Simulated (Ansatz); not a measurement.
Input and output of a self-consistent single point for NaCl (Fm-3m, 2 atoms in the cell) (Ansatz, a first-principles code).

Computed with PBE (plane waves, PAW; Ansatz).

```xyz
2
Lattice="0.0000 2.7882 2.7882 2.7882 0.0000 2.7882 2.7882 2.7882 0.0000" Properties=species:S:1:pos:R:3 pbc="T T T"
Na     0.0000     0.0000     0.0000
Cl     2.7882     2.7882     2.7882
```

Reference input (self-consistent single point, DFT, PBE, plane waves, default PAW files): basis.ecutwfc = 30.9 Ry; kpoints.mp_grid.grid = 5 5 5; hamiltonian.xc = pbe; hamiltonian.pseudopotentials = {kind: paw} (the program's default PAW files); scf.occupations.method = fixed. This run's input differs from it in these lines:

Ansatz 0.2 input:
```diff
@@ -9,3 +9,3 @@
 basis:
-  ecutwfc: 30.9 Ry
+  ecutwfc: 21.7 Ry
 kpoints:
```

Output, abridged:

```
SCF iter   1: F=—  HF=-2569.472218 eV  |F-HF|=—  |Δ(HF+E_count)|=         —  Δρ=2.90e-3  dr2=1.11e-3  ethr=1.77e-3  ⟨swp⟩=4.8  Hψ=608  notcnv=0  defer=15
all-band conjugate gradients solve this SCF's bands
preconditioner: auto → none
SCF iter   2: F=—  HF=-2569.472122 eV  |F-HF|=—  |Δ(HF+E_count)|=   9.62e-5  Δρ=1.53e-3  dr2=9.72e-4  ethr=6.94e-6  ⟨swp⟩=2.9  Hψ=301  notcnv=0  defer=18
SCF iter   3: F=—  HF=-2569.471861 eV  |F-HF|=—  |Δ(HF+E_count)|=   2.61e-4  Δρ=7.38e-4  dr2=9.24e-5  ethr=6.08e-6  ⟨swp⟩=2.0  Hψ=167  notcnv=0  defer=18
SCF iter   4: F=—  HF=-2569.472104 eV  |F-HF|=—  |Δ(HF+E_count)|=   2.43e-4  Δρ=2.08e-4  dr2=1.75e-5  ethr=5.77e-7  ⟨swp⟩=2.0  Hψ=212  notcnv=0  defer=18
iter 5 did not close the SCF: its close was put off for the readings that it lacked (scf_convergence_deferred on its scf_iter line)
SCF iter   5: F=-2569.472100 eV  HF=-2569.472100 eV  |F-HF|=1.63e-9  |Δ(HF+E_count)|=   4.49e-6  Δρ=2.21e-5  dr2=5.62e-8  ethr=1.10e-7  ⟨swp⟩=2.0  Hψ=156  notcnv=0  defer=18
SCF iter   6: F=-2569.472100 eV  HF=-2569.472100 eV  |F-HF|=1.26e-9  |Δ(HF+E_count)|=   2.83e-8  Δρ=2.30e-6  dr2=7.24e-10  ethr=3.51e-10  ⟨swp⟩=5.0  Hψ=626  notcnv=0
SCF 1 converged in 6 iterations: F = -2569.472100 eV  dr2 = 7.24e-10
Free energy (F): -2569.472100 eV
Internal energy: -2569.472100 eV  (E = F + TS)
E sigma→0 (E₀):  -2569.472100 eV
Fermi energy:    1.368072 eV
--- Forces (eV/Å), atoms counted from 1 ---
  atom   1  Na    -0.00000000     0.00000000    -0.00000000
  atom   2  Cl     0.00000000    -0.00000000     0.00000000
--- Stress (GPa, compression-positive) ---
        1.683012       0.000000      -0.000000
       -0.000000       1.683012      -0.000000
       -0.000000       0.000000       1.683012
  P = ⅓ Tr σ = 1.6830 GPa (16.830 kbar)
  The stress holds the Pulay correction. Without it, at fixed plane waves, as pw.x and ABINIT print it: P = -0.6171 GPa
```

The run converged in 6 iterations. Against the reference run the free energy rises by 34.1 meV/atom, the pressure moves little (1.75 to 1.68 GPa) and the gap on the mesh hardly changes (5.242 to 5.240 eV). The full log also holds: “iter 5 did not close the SCF: its close was put off for the readings that it lacked (scf_convergence_deferred on its scf_iter line)”.

The starting cell comes from a database of computed structures (which also holds hypothetical and non-ambient phases and stackings), without a prior relaxation at this level. Its lattice was rescaled by a random factor within 2.5 % of one. Ansatz's pressure includes its estimate of the finite-basis (Pulay) stress. Without the estimate this run gives -0.62 GPa. The cutoff lies below the one recommended for these files.
